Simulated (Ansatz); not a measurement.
Functionals compared on the (211) surface of fcc Ag in its 1x1 cell, outermost plane spacing 0.85 Å in the ideal cut, in Ansatz (plane waves, PAW). The structure was relaxed with PBE; the other rows are single points on it, each with its references at the same level. Cutoff 420 eV (500 eV for r2SCAN).

Model: 13-atom slab, 10.2 Å thick at the start (thin: gaps and levels are the slab's own), 13x6x1 mesh, Fermi-Dirac 0.1 eV, dipole correction, all atoms relaxed; held to the start's symmetry, so lower structures may exist; no spin, no spin-orbit, no U. These notes are the PBE run's.

```csv
functional,surface energy (J/m²),work function of the top face (eV),rough cost of the single point
PBE,0.85,4.23,–
LDA,1.29,4.65,about 4 core-minutes (a rough figure)
PBEsol,…,…,about 3 core-minutes (a rough figure)
RPBE,0.64,4.04,around 4 core-minutes (rough)
r2SCAN,1.04,4.17,roughly 7 core-minutes
```

Problem. Some entries are withheld; supply them.

Solution. 
- PBEsol, surface energy (J/m²): 1.13
- PBEsol, work function of the top face (eV): 4.35

Ansatz is a quantum-chemistry and plane-wave program.
